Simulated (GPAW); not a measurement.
GPAW is run on Te4Mo3WSe2S2 (P3m1, 12 atoms in the cell), and the run fails. The aim is a self-consistent single point with DFT PBEsol, plane waves, GPAW PAW datasets PBEsol (made by gpaw-setup).

The input file:

```python
from ase import Atoms
from ase.units import GPa
from gpaw import GPAW, PW

atoms = Atoms(['Te', 'Te', 'Te', 'Te', 'Mo', 'Mo', 'Mo', 'W', 'Se', 'Se', 'S', 'S', 'Te'],
              cell=[[3.384667, 0.000000, 0.000000],
                    [-1.692334, 2.931208, 0.000000],
                    [0.000000, 0.000000, 38.680276]],
              scaled_positions=[[0.000000, 0.000000, 0.045540],
                                [0.000000, 0.000000, 0.421300],
                                [0.000000, 0.000000, 0.142300],
                                [0.000000, 0.000000, 0.518050],
                                [0.666667, 0.333333, 0.093930],
                                [0.666667, 0.333333, 0.469650],
                                [0.000000, 0.000000, 0.281820],
                                [0.000000, 0.000000, 0.657510],
                                [0.666667, 0.333333, 0.324360],
                                [0.666667, 0.333333, 0.239210],
                                [0.666667, 0.333333, 0.696400],
                                [0.666667, 0.333333, 0.618670],
                                [-0.001292, 0.008806, 0.420311]],
              pbc=True)

calc = GPAW(mode=PW(550),
            xc='PBEsol',
            kpts=(7, 7, 1),
            occupations={'name': 'methfessel-paxton', 'width': 0.1, 'order': 0},
            nbands=-6,
            convergence={'forces': 0.001, 'bands': -4},
            symmetry={'symmorphic': False, 'tolerance': 0.0005},
            maxiter=120)

atoms.calc = calc

energy = atoms.get_potential_energy()
print('Energy (eV):', round(energy, 6))
forces = atoms.get_forces()
print('Forces (eV/Ang):')
print(forces.round(5))
stress = atoms.get_stress()
print('Stress (GPa, Voigt):', (stress / GPa).round(4))
```

Log, with long lists cut:

```
Input parameters:
  convergence: {bands: -4,
                forces: 0.001}
  kpts: [7 7 1]
  maxiter: 120
  mode: {ecut: 550.0,
         name: pw}
  nbands: -6
  occupations: {name: methfessel-paxton,
                order: 0,
                width: 0.1}
  symmetry: {symmorphic: False,
             tolerance: 0.0005}
  xc: PBEsol

species:
  Te:
   [... lines left out ...]
Number of valence electrons: 110
Bands to converge: 57

Density initialized from atomic densities
  61 bands from LCAO basis set

Atomic positions and initial magnetic moments

Positions:
   0 Te     0.000000    0.000000    1.761500    ( 0.0000,  0.0000,  0.0000)
   1 Te     0.000000    0.000000   16.296000    ( 0.0000,  0.0000,  0.0000)
   2 Te     0.000000    0.000000    5.504203    ( 0.0000,  0.0000,  0.0000)
   3 Te     0.000000    0.000000   20.038317    ( 0.0000,  0.0000,  0.0000)
   4 Mo     1.692335    0.977068    3.633238    ( 0.0000,  0.0000,  0.0000)
   5 Mo     1.692335    0.977068   18.166192    ( 0.0000,  0.0000,  0.0000)
   6 Mo     0.000000    0.000000   10.900875    ( 0.0000,  0.0000,  0.0000)
   7 W      0.000000    0.000000   25.432668    ( 0.0000,  0.0000,  0.0000)
   8 Se     1.692335    0.977068   12.546334    ( 0.0000,  0.0000,  0.0000)
   9 Se     1.692335    0.977068    9.252709    ( 0.0000,  0.0000,  0.0000)
  10 S      1.692335    0.977068   26.936944    ( 0.0000,  0.0000,  0.0000)
  11 S      1.692335    0.977068   23.930326    ( 0.0000,  0.0000,  0.0000)
  12 Te    -0.019276    0.025812   16.257745    ( 0.0000,  0.0000,  0.0000)

Unit cell:
           periodic     x           y           z      points  spacing
  1. axis:    yes    3.384667    0.000000    0.000000    20     0.1466
  2. axis:    yes   -1.692334    2.931208    0.000000    20     0.1466
  3. axis:    yes    0.000000    0.000000   38.680276   210     0.1842

  Lengths:   3.384667   3.384668  38.680276
  Angles:   90.000000  90.000000 120.000004

Effective grid spacing dv^(1/3) = 0.1659

Traceback (most recent call last):
   [... frames left out ...]
numpy.linalg.LinAlgError: The leading minor of order 111 of B is not positive definite. The factorization of B could not be completed and no eigenvalues or eigenvectors were computed.

The above exception was the direct cause of the following exception:

Traceback (most recent call last):
   [... frames left out ...]
ValueError: Too few plane waves or grid points
```

Q: From the messages shown, name the fault and mend the input.

A: The fault is one atom entered twice; here the program stops on it instead of giving results. To fix it, remove the duplicate atom. The program stopped with an error.

An input that runs soundly differs in these lines (not the only fix; some lines may just follow from the change or write a value another way):
```diff
-atoms = Atoms(['Te', 'Te', 'Te', 'Te', 'Mo', 'Mo', 'Mo', 'W', 'Se', 'Se', 'S', 'S', 'Te'],
+atoms = Atoms(['Te', 'Te', 'Te', 'Te', 'Mo', 'Mo', 'Mo', 'W', 'Se', 'Se', 'S', 'S'],
-                                [0.666667, 0.333333, 0.618670],
-                                [-0.001292, 0.008806, 0.420311]],
+                                [0.666667, 0.333333, 0.618670]],
-            nbands=-6,
-            convergence={'forces': 0.001, 'bands': -4},
+            nbands=-18,
+            convergence={'forces': 0.001},
```

With that input, the run converged in 30 iterations: free energy E − TS (from the program's reference atoms) -85.3307 eV; pressure -2.73 GPa; largest force (vector length) 0.429 eV/Å (DFT PBEsol, plane waves, GPAW PAW datasets PBEsol (made by gpaw-setup)).

On the sound input: the starting cell comes from a database of computed structures (which also holds hypothetical and non-ambient phases and stackings), without a prior relaxation at this level. Its lattice was rescaled by a random factor within 2.5 % of one. Spin-orbit coupling is off. Spin polarisation is off.
